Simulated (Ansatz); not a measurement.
# Sr under a change: biaxial strain +2.00 %, plane normal [001], relaxed out of plane

Base system: Sr in the fcc (Cu type) structure (space group Fm-3m, No. 225; a = 5.9225 Å). Axes: x, y, z lie along the cube axes.

Modification: biaxial strain +2.00 %, plane normal [001], relaxed out of plane (Cartesian); in-plane vectors clamped, the third vector and the atoms free.

All numbers come from DFT with PBEsol, PAW potentials and a 420 eV plane-wave cutoff in Ansatz (a program for electronic structure), without spin-orbit coupling. k-mesh 14×14×14 (Γ-centred); smearing 0.05 eV (Fermi–Dirac).

* **Volume per atom**: 52.40 Å³ (base 51.93 Å³)
* **Space group**: I4/mmm (No. 139) (base Fm-3m (No. 225))
* **Energy relative to the base (free energy F)**: +1.3 meV/atom
* **Pressure (mean of the normal stresses, compression positive)**: -0.1 GPa (base 0.0 GPa)
* **Band gap**: zero (base zero)
* **Out-of-plane strain**: -3.01 % (rough)
* **Mean in-plane stress (compression positive)**: -0.2 GPa (rough)

Final structure (turned so that z lies along the plane normal):

```xyz
1
Lattice="4.2716 0.0000 0.0000 0.0000 4.2716 0.0000 2.1358 -2.1358 2.8720" Properties=species:S:1:pos:R:3 pbc="T T T"
Sr     0.0000     0.0000     0.0000
```

Without a gap, meshes like the base's 14×14×14 leave anisotropic stresses uncertain by several tenths of a GPa, and small strain energies with them. Whether these cells are dynamically stable was not tested.
